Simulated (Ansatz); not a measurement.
We look at the energy change from cell B to cell A (net 1 S taken out, other atoms rearranged, in a slab cell with 16 atoms a plane). Reaction: cell B + O2 (gas) → cell A + SO2 (gas). The sign is products less reactants.

Cell A: a layer of MoS2 (R3m), 48 atoms, hexagonal cell of 12.61 Å (137.8 Å²), symmetry P3m1 within 0.02 Å, 3.3 Å thick under 16 Å of vacuum, in-plane vectors held at the crystal's; planes from bottom to top: S16 | Mo16 | O | S15; added, foreign or displaced atoms, within the planes: O bound to 3 Mo at 2.06 Å; the host is a cell whose start was taken from, or built on, an entry of a structure database, and that this text hasn't matched to a measured one; spin state with PBE: run without spin, k-point mesh 2×2×1.
```
CELL_PARAMETERS angstrom
     12.61276     0.00000     0.00000
     -6.30638    10.92297     0.00000
      0.00000     0.00000    18.91874
ATOMIC_POSITIONS crystal
  Mo 0.00637 0.00318 0.49790
  O  0.16667 0.08333 0.55560
  S  0.16667 0.08333 0.41008
  Mo 0.00063 0.24937 0.50019
  S  0.16709 0.32866 0.58282
  S  0.16787 0.33392 0.41748
  Mo 0.00025 0.50013 0.50116
  S  0.16665 0.58333 0.58421
  S  0.16732 0.58366 0.41871
  Mo 0.00063 0.75126 0.50019
  S  0.16709 0.83844 0.58282
  S  0.16787 0.83394 0.41748
  Mo 0.24682 0.00318 0.49790
  S  0.41156 0.08291 0.58282
  S  0.41606 0.08213 0.41748
  Mo 0.24682 0.24363 0.49790
  S  0.41156 0.32866 0.58282
  S  0.41606 0.33392 0.41748
  Mo 0.25019 0.49934 0.50144
  S  0.41625 0.58250 0.58460
  S  0.41685 0.58370 0.41886
  Mo 0.25019 0.75086 0.50144
  S  0.41625 0.83375 0.58460
  S  0.41685 0.83315 0.41886
  Mo 0.49914 0.99981 0.50144
  S  0.66667 0.08335 0.58421
  S  0.66634 0.08268 0.41871
  Mo 0.49874 0.24937 0.50019
  S  0.66533 0.33267 0.58358
  S  0.66677 0.33338 0.41811
  Mo 0.49914 0.49934 0.50144
  S  0.66667 0.58333 0.58421
  S  0.66634 0.58366 0.41871
  Mo 0.50000 0.75000 0.50193
  S  0.66750 0.83375 0.58460
  S  0.66630 0.83315 0.41886
  Mo 0.75066 0.99981 0.50144
  S  0.92134 0.08291 0.58282
  S  0.91608 0.08213 0.41748
  Mo 0.74987 0.24975 0.50116
  S  0.91733 0.33267 0.58358
  S  0.91662 0.33338 0.41811
  Mo 0.74987 0.50013 0.50116
  S  0.91733 0.58467 0.58358
  S  0.91662 0.58323 0.41811
  Mo 0.75066 0.75086 0.50144
  S  0.92134 0.83844 0.58282
  S  0.91608 0.83394 0.41748
```

Cell B: a layer of MoS2 (R3m), 49 atoms, hexagonal cell of 12.61 Å (137.8 Å²), symmetry P3m1 within 0.02 Å, 4.5 Å thick under 16 Å of vacuum, in-plane vectors held at the crystal's; planes from bottom to top: S16 | Mo16 | S16 | O, its two faces unlike (dipole correction applied); added, foreign or displaced atoms, above the top plane: O bound to 1 S at 1.49 Å; the host is a cell whose start was taken from, or built on, an entry of a structure database, and that this text hasn't matched to a measured one; spin state with PBE: run without spin, k-point mesh 2×2×1.
```yaml
crystal:
  lattice:
    - [12.61276, 0.00000, 0.00000]
    - [-6.30638, 10.92297, 0.00000]
    - [0.00000, 0.00000, 20.31750]
  atoms:
    - { symbol: Mo, position: [0.99704, 0.99852, 0.46468] }
    - { symbol: S, position: [0.16667, 0.08333, 0.53767] }
    - { symbol: S, position: [0.16667, 0.08333, 0.38885] }
    - { symbol: Mo, position: [0.99999, 0.25001, 0.46560] }
    - { symbol: S, position: [0.16682, 0.33330, 0.54278] }
    - { symbol: S, position: [0.16588, 0.33435, 0.38788] }
    - { symbol: Mo, position: [0.00003, 0.50002, 0.46593] }
    - { symbol: S, position: [0.16677, 0.58339, 0.54302] }
    - { symbol: S, position: [0.16645, 0.58322, 0.38861] }
    - { symbol: Mo, position: [0.99999, 0.74999, 0.46560] }
    - { symbol: S, position: [0.16682, 0.83352, 0.54278] }
    - { symbol: S, position: [0.16588, 0.83153, 0.38788] }
    - { symbol: Mo, position: [0.25148, 0.99852, 0.46468] }
    - { symbol: S, position: [0.41648, 0.08318, 0.54278] }
    - { symbol: S, position: [0.41847, 0.08412, 0.38788] }
    - { symbol: Mo, position: [0.25148, 0.25296, 0.46468] }
    - { symbol: S, position: [0.41648, 0.33330, 0.54278] }
    - { symbol: S, position: [0.41847, 0.33435, 0.38788] }
    - { symbol: Mo, position: [0.24968, 0.49991, 0.46566] }
    - { symbol: S, position: [0.41666, 0.58333, 0.54282] }
    - { symbol: S, position: [0.41665, 0.58331, 0.38859] }
    - { symbol: Mo, position: [0.24968, 0.74977, 0.46566] }
    - { symbol: S, position: [0.41666, 0.83334, 0.54282] }
    - { symbol: S, position: [0.41665, 0.83335, 0.38859] }
    - { symbol: Mo, position: [0.50023, 0.00032, 0.46566] }
    - { symbol: S, position: [0.66661, 0.08323, 0.54302] }
    - { symbol: S, position: [0.66678, 0.08355, 0.38861] }
    - { symbol: Mo, position: [0.50001, 0.25001, 0.46560] }
    - { symbol: S, position: [0.66641, 0.33321, 0.54303] }
    - { symbol: S, position: [0.66701, 0.33351, 0.38871] }
    - { symbol: Mo, position: [0.50023, 0.49991, 0.46566] }
    - { symbol: S, position: [0.66661, 0.58339, 0.54302] }
    - { symbol: S, position: [0.66678, 0.58322, 0.38861] }
    - { symbol: Mo, position: [0.50000, 0.75000, 0.46570] }
    - { symbol: S, position: [0.66667, 0.83334, 0.54282] }
    - { symbol: S, position: [0.66669, 0.83335, 0.38859] }
    - { symbol: Mo, position: [0.75009, 0.00032, 0.46566] }
    - { symbol: S, position: [0.91670, 0.08318, 0.54278] }
    - { symbol: S, position: [0.91565, 0.08412, 0.38788] }
    - { symbol: Mo, position: [0.74998, 0.24997, 0.46593] }
    - { symbol: S, position: [0.91679, 0.33321, 0.54303] }
    - { symbol: S, position: [0.91649, 0.33351, 0.38871] }
    - { symbol: Mo, position: [0.74998, 0.50002, 0.46593] }
    - { symbol: S, position: [0.91679, 0.58359, 0.54303] }
    - { symbol: S, position: [0.91649, 0.58299, 0.38871] }
    - { symbol: Mo, position: [0.75009, 0.74977, 0.46566] }
    - { symbol: S, position: [0.91670, 0.83352, 0.54278] }
    - { symbol: S, position: [0.91565, 0.83153, 0.38788] }
    - { symbol: O, position: [0.16667, 0.08333, 0.61079] }
```

Reference: an isolated SO2 molecule (singlet) in a box of 11 × 14 × 13 Å.

Reference: an isolated O2 molecule (triplet) in a box of 11 × 11 × 13 Å.

Computed with Ansatz (plane waves, PAW), its PAW set soft_1, cutoff 420 eV, 500 eV for r2SCAN. The structures are at rest with PBE+D3(BJ), within the held lattices; other levels are single points on them. Neutral cells; Fermi-Dirac smearing of at most 0.05 eV in the solids, energies taken to zero width. The lattices are those relaxed with PBE+D3(BJ), so at other levels the solids can be strained, which adds to the spread. Larger cells are relaxed from a start prepared with the learned potential CHGNet till forces fall under 0.03 eV/Å, which some starts already meet. A dispersion term (D3(BJ), or D4 for r2SCAN) was computed beside these levels and is taken off wherever the name lacks it. Space groups of crystals are read within 0.01 Å. Static lattices, no vibrational contributions. Cells are local rest points, mostly with their start's symmetry. No Hubbard U is applied. No correction for cell size. Cell A has symmetry P3m1 within 0.02 Å and got no random move, so less symmetric positions, which may lie lower, weren't tried. Cell B has symmetry P3m1 within 0.02 Å and got no random move, so less symmetric positions, which may lie lower, weren't tried.

**Question.** Predict the value from r2SCAN.

**Answer.** -3.72 eV, for cell B + O2 (gas) → cell A + SO2 (gas).

**Question.** What do the other levels give, and how wide is the spread?

**Answer.** 
```tsv
Method	value (eV)	less r2SCAN
PBE	-3.79	-0.07
PBE+D3(BJ)	-3.30	0.42
r2SCAN+D4	-3.57	0.15
```

The levels shown span 0.49 eV, from PBE (-3.79) to PBE+D3(BJ) (-3.30).

Ansatz is an electronic-structure program.
